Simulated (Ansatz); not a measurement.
Start from NaCl in the rock salt structure (space group Fm-3m, No. 225; a = 5.6015 Å). Axes: x, y, z lie along the cube axes.

Structures relaxed with PBEsol/PAW in Ansatz (a first-principles code), spin-orbit coupling left out.

Base:

Simulated powder pattern, Co Kα, λ = 1.79026 Å (kinematic, ideal powder, no thermal factors, no anomalous dispersion; the 10 strongest lines at most, above 2 %, up to 2θ = 90°):

```json
[
 {"2θ (°)": "32.14", "I/Imax (%)": "8.2", "hkl": "(111)"},
 {"2θ (°)": "37.28", "I/Imax (%)": "100", "hkl": "(200)"},
 {"2θ (°)": "53.74", "I/Imax (%)": "64", "hkl": "(220)"},
 {"2θ (°)": "67.22", "I/Imax (%)": "21", "hkl": "(222)"},
 {"2θ (°)": "79.47", "I/Imax (%)": "9.3", "hkl": "(400)"}
]
```

After one change:

Simulated powder pattern, Co Kα, λ = 1.79026 Å (kinematic, ideal powder, no thermal factors, no anomalous dispersion; the 10 strongest lines at most, above 2 %, up to 2θ = 90°):

```json
[
 {"2θ (°)": "31.79", "I/Imax (%)": "2.2"},
 {"2θ (°)": "32.47", "I/Imax (%)": "6.0"},
 {"2θ (°)": "37.47", "I/Imax (%)": "100"},
 {"2θ (°)": "53.58", "I/Imax (%)": "33"},
 {"2θ (°)": "54.48", "I/Imax (%)": "31"},
 {"2θ (°)": "66.42", "I/Imax (%)": "5.4"},
 {"2θ (°)": "68.00", "I/Imax (%)": "15"},
 {"2θ (°)": "79.94", "I/Imax (%)": "9.3"}
]
```

**Question.** Name the change that was made.
A) biaxial strain −2.08 %, plane normal [111], relaxed out of plane
B) biaxial strain +1.67 %, plane normal [111], relaxed out of plane
C) biaxial strain −1.25 %, plane normal [111], relaxed out of plane
D) biaxial strain +2.08 %, plane normal [111], relaxed out of plane

**Answer.** C, biaxial strain −1.25 %, plane normal [111], relaxed out of plane. Its volume per atom is 21.65 Å³ against 21.97 Å³, and its space group is R-3m (No. 166).

No phonon test of stability was made.
